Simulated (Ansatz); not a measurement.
Cost and result by functional for the adsorption energy of F on the 1x1 (100) surface of monoclinic HfO2 (cut with top plane 2 O), one in a 1x1 cell, started at the site 'top O', in Ansatz (plane waves, PAW). Single points on the PBE structure, on one kind of machine; costs are rough ratios of the slab run's core time (references not counted) to the cheapest single point. r2SCAN's cost holds its higher cutoff (500 against 420 eV). Differences are taken against r2SCAN for comparison alone: no measured value is at hand, so the table doesn't rank accuracy. The points keep PBE's geometry, so the relaxation of a polaron and the settling of charge on one site are left out.

Host crystal: monoclinic HfO2, with a band gap (PBE, scalar-relativistic without spin-orbit coupling).

Model: 25-atom slab, 9.3 Å thick at the start under the adsorbate (thin: gaps and levels are the slab's own), 4x4x1 mesh, Fermi-Dirac 0.01 eV, dipole correction, 12 atoms held, the rest relaxed; no symmetry held; spin-polarised, ending with about 1.0 μB a cell, a value that depends on the mesh; orders that need a larger cell were not tried, no spin-orbit, no U, no dispersion correction. The slab shows no gap over 0.04 eV on its mesh. At the end it is bonded to Hf. In PBE it is, or lies within 0.03 eV of, the lowest of the starts that converged. These notes are the PBE run's. r2SCAN: The program's check for a lower electronic state was not made. Adsorption energies are against ½ F2(g). A negative adsorption energy means that the adsorbate is more stable on the surface than in its reference.

| functional | relative cost | adsorption energy (eV) | less r2SCAN (eV) |
|---|---|---|---|
| RPBE | 1 | -1.75 | 0.19 |
| r2SCAN | 2 | -1.94 | 0.00 |
| PBE (the relaxed run's value) | – | -1.81 | 0.13 |

The values span 0.19 eV, while the single points' costs differ by a factor of roughly 2. Differences are of unrounded values.

Ansatz is an electronic-structure program.
